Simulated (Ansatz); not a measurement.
Consider Ge in the diamond structure (space group Fd-3m, No. 227; a = 5.6744 Å).

All numbers come from Ansatz (an electronic-structure program) r2SCAN, no spin-orbit coupling.

Strains are applied to the cell and any free atomic positions relax.

One change was made to it. Results:

| quantity | base | after |
|---|---|---|
| electron mass | – | 1.7 mₑ along k, 0.084 mₑ across (at L) |
| energy relative to the base (free energy F) | 0 meV/atom | +11 meV/atom |
| band gap | 0.36 eV | 0.59 eV |
| width of the top valence band | 4.01 eV | 4.24 eV |

**Question.** Which of these changes matches the shifts?
(A) isotropic strain −1.00 %
(B) isotropic strain −3.00 %
(C) isotropic strain −2.50 %
(D) isotropic strain −0.50 %
(E) isotropic strain −1.50 %

**Answer.** E, isotropic strain −1.50 %. For comparison, the band gap in the other runs: isotropic strain −3.00 % gives 0.66 eV; isotropic strain −0.50 % gives 0.49 eV; isotropic strain −1.00 % gives 0.54 eV; isotropic strain −2.50 % gives 0.69 eV.

Masses are band curvatures over ±0.01 Å⁻¹ around the edge. Along k means along the line from Γ to the band edge. Whether these cells are dynamically stable was not tested.
